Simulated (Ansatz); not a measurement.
Band structure of ZnS (P6_3mc, 4 atoms in the cell).

```xyz
4
Lattice="3.7620 0.0000 0.0000 -1.8810 3.2580 0.0000 0.0000 0.0000 6.1662" Properties=species:S:1:pos:R:3 pbc="T T T"
Zn     0.0000     2.1720     0.0009
Zn     1.8810     1.0860     3.0840
S      0.0000     2.1720     2.3115
S      1.8810     1.0860     5.3946
```

Method of the run: PBE (plane waves, PAW; Ansatz, a first-principles code).

Settings: kpoints.mp_grid.grid = 5 5 3; hamiltonian.xc = pbe; hamiltonian.pseudopotentials = {kind: paw} (the program's default PAW files); scf.occupations.method = fermi_dirac; scf.occupations.width = 0.0037 Ry; kpoints.band_path.npoints = 8.

The starting cell comes from a database of computed structures (which also holds hypothetical and non-ambient phases and stackings), without a prior relaxation at this level. Its lattice was rescaled by a random factor within 2.5 % of one.

**Question.** Predict the gap along the standard path and the places of the band edges.

**Answer.** The gap along the path is 2.38 eV, direct at Γ to within 0.01 eV.

Levels in eV from the top of the valence band on the path, bands 15 to 21:
```tsv
point	15	16	17	18	19	20	21
Γ	-0.95	-0.08	0.00	0.00	2.38	3.15	6.25
M	-3.46	-2.39	-1.80	-0.95	3.61	4.34	5.08
K	-4.08	-2.46	-2.46	-2.22	4.14	6.06	6.06
A	-0.50	-0.50	-0.50	-0.50	3.66	3.66	6.71
L	-1.73	-1.73	-1.72	-1.72	3.55	3.55	5.18
H	-3.23	-3.23	-1.44	-1.44	4.54	4.54	6.31
```

Keys are those of Ansatz 0.2.
